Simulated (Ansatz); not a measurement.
Input:

End structure of the (111) surface of fcc Rh in its 1x1 cell, outermost plane spacing 2.21 Å in the ideal cut:

```
CELL_PARAMETERS angstrom
      2.70822     0.00000     0.00000
     -1.35411     2.34539     0.00000
      0.00000     0.00000    31.50000
ATOMIC_POSITIONS crystal
  Rh 0.33333 0.66667 0.25576
  Rh 0.66667 0.33333 0.32462
  Rh 0.00000 0.00000 0.39434
  Rh 0.33333 0.66667 0.46488
  Rh 0.66667 0.33333 0.53512
  Rh 0.00000 0.00000 0.60566
  Rh 0.33333 0.66667 0.67538
  Rh 0.66667 0.33333 0.74424
```

Set-up: 8 atoms, 15.5 Å thick at the start; mesh 16x16x1; 0.1 eV smearing; dipole correction on; all atoms relaxed; symmetry of the start imposed; no spin, no spin-orbit, no U.

Task: Give the surface energy (mean of both faces) at the level PBE run with Ansatz (a first-principles code).

Result: 2.07 J/m²

Task: Predict the work function of the top face from PBE.

Result: 5.15 eV
